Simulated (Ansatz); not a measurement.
Take MnAu$_{2}$ (space group I4/mmm, No. 139; a = 3.341 Å, c = 8.601 Å; ferromagnetic; relaxed with 0.1 eV smearing) as the base.

Method: PBEsol (Ansatz, a quantum-chemistry and plane-wave program), no spin-orbit coupling.

Before the change:

```
Property   Result
--------  -------
Pressure  0.0 GPa
```

It is then changed as follows: every lattice vector is stretched by 1.36 %; the atoms relax in the strained cell.

Q: Estimate the effect on the pressure and energy relative to the base.

A: The pressure (mean of the normal stresses, compression positive) goes from zero to -5.6 GPa; the energy goes up by 12 meV/atom.

Other magnetic orders, which the real material may have, were not ruled out. No phonon test of stability was made.
